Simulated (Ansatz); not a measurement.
Electronic density of states of amorphous Te16Zn4O36, density 4.59 g/cm³, on a 2×2×2 Γ-centred mesh with a Gaussian width of 0.1 eV; energies count from the Fermi level, whose place inside the gap is arbitrary. Cell and mesh are small, so fine structure isn't converged. Computed with PBE, scalar-relativistic without spin-orbit coupling (plane waves to 420 eV, PAW; Ansatz, an electronic-structure program). Sampling: a 2×2×2 Γ-centred mesh; Fermi-Dirac width 0.02 eV; no spin polarisation.

The cell was made by melting and quenching with the CHGNet potential and then relaxed with DFT. O atoms were pushed apart under 1.9 Å during the dynamics, to hinder bonds among them. The hot cell started wider than the set density and was brought back towards it in steps. It is the lowest in DFT energy of 2 quenches. It is a model cell: composition and starting density were chosen by hand, and all elements were melted together. No dispersion term was used. Its density started from a set value of 5.28 and ended at 4.59 g/cm³. The quench (nominally 310 K/ps over its main leg) was far faster than any real one, so the model tends to hold more defects than a real film. Values belong to this one cell and scatter from quench to quench. Volume and shape were free in the relaxation. On a 2×2×2 Γ-centred mesh force components of up to 0.16 eV/Å stay, since the relaxation ran on the zone centre alone.

```csv
E - EF (eV),states/(eV atom)
-12.00,0.18
-11.90,0.20
-11.80,0.23
-11.70,0.18
-11.60,0.12
-11.50,0.11
-11.40,0.09
-11.30,0.12
-11.20,0.22
-11.10,0.20
-11.00,0.19
-10.90,0.26
-10.80,0.30
-10.70,0.33
-10.60,0.31
-10.50,0.21
-10.40,0.19
-10.30,0.17
-10.20,0.18
-10.10,0.12
-10.00,0.08
-9.90,0.09
-9.80,0.13
-9.70,0.09
-9.60,0.05
-9.50,0.03
-9.40,0.01
-9.30,0.00
-9.20,0.00
-9.10,0.00
-9.00,0.00
-8.90,0.00
-8.80,0.00
-8.70,0.00
-8.60,0.00
-8.50,0.00
-8.40,0.00
-8.30,0.00
-8.20,0.00
-8.10,0.00
-8.00,0.00
-7.90,0.00
-7.80,0.07
-7.70,0.25
-7.60,0.30
-7.50,0.37
-7.40,0.47
-7.30,0.55
-7.20,0.68
-7.10,0.69
-7.00,0.70
-6.90,0.72
-6.80,0.66
-6.70,0.63
-6.60,0.70
-6.50,0.78
-6.40,0.75
-6.30,0.75
-6.20,0.78
-6.10,0.93
-6.00,1.05
-5.90,0.94
-5.80,0.79
-5.70,0.70
-5.60,0.70
-5.50,0.70
-5.40,0.66
-5.30,0.59
-5.20,0.59
-5.10,0.62
-5.00,0.65
-4.90,0.59
-4.80,0.59
-4.70,0.60
-4.60,0.58
-4.50,0.61
-4.40,0.57
-4.30,0.56
-4.20,0.62
-4.10,0.65
-4.00,0.57
-3.90,0.67
-3.80,0.69
-3.70,0.66
-3.60,0.75
-3.50,0.90
-3.40,0.93
-3.30,0.95
-3.20,1.03
-3.10,1.05
-3.00,1.03
-2.90,1.02
-2.80,1.06
-2.70,1.02
-2.60,0.97
-2.50,1.10
-2.40,1.16
-2.30,1.09
-2.20,0.95
-2.10,0.77
-2.00,0.59
-1.90,0.54
-1.80,0.65
-1.70,0.63
-1.60,0.33
-1.50,0.16
-1.40,0.16
-1.30,0.07
-1.20,0.01
-1.10,0.00
-1.00,0.00
-0.90,0.00
-0.80,0.00
-0.70,0.00
-0.60,0.00
-0.50,0.00
-0.40,0.00
-0.30,0.00
-0.20,0.00
-0.10,0.00
0.00,0.00
0.10,0.00
0.20,0.00
0.30,0.00
0.40,0.00
0.50,0.00
0.60,0.00
0.70,0.00
0.80,0.00
0.90,0.00
1.00,0.00
1.10,0.00
1.20,0.01
1.30,0.07
1.40,0.23
1.50,0.31
1.60,0.32
1.70,0.35
1.80,0.38
1.90,0.42
2.00,0.46
2.10,0.49
2.20,0.47
2.30,0.42
2.40,0.49
2.50,0.53
2.60,0.49
2.70,0.42
2.80,0.46
2.90,0.50
3.00,0.51
3.10,0.50
3.20,0.45
3.30,0.46
3.40,0.47
3.50,0.43
3.60,0.44
3.70,0.40
3.80,0.40
3.90,0.45
4.00,0.40
4.10,0.48
4.20,0.49
4.30,0.45
4.40,0.46
4.50,0.43
```

The gap on this mesh is 2.71 eV; the broadening fills part of it in the curve.
